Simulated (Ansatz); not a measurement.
Input:

```
CELL_PARAMETERS angstrom
      1.70901    -2.17701     0.00000
      1.70901     2.17701     0.00000
      0.00000     0.00000     9.26723
ATOMIC_POSITIONS crystal
  Nb 0.50000 0.50000 0.75158
  Nb 0.50000 0.50000 0.24842
  Nb 0.00000 0.00000 0.50000
  Au 0.00000 0.00000 0.00000
```

Method: PBEsol, DFPT electron-phonon coupling, linearised Boltzmann equation (plane waves, PAW, scalar-relativistic; Ansatz, a first-principles code). How the cell was made: relaxed with this functional, without spin-orbit coupling.

Question: Predict the intrinsic resistivity at 300 K.

Answer: 12.4 (x), 14.8 (y), 23 (z) μΩ·cm.

Question: And the electrons' mean free path at that temperature?

Answer: 6.3 (x), 6.5 (y), 7.9 (z) nm, weighted by the current that each state carries. Wires not much wider than this gain resistivity from their walls.

A metal at this level (no band gap). Only scattering by harmonic phonons is included (no impurities, grain boundaries, electron-electron scattering or thermal expansion). Spin-orbit coupling is left out, which matters with elements this heavy. Halving the electron mesh (32x32x12) moves the resistivity by up to 6 % at 300 K, the mean free path by up to 5 %. Smearing 0.20 eV; phonons on a 5x5x2 q mesh, which this run doesn't test.

Computed structure with no diffraction record at hand here (it may be known, metastable or hypothetical): Nb3Au (Cmmm).
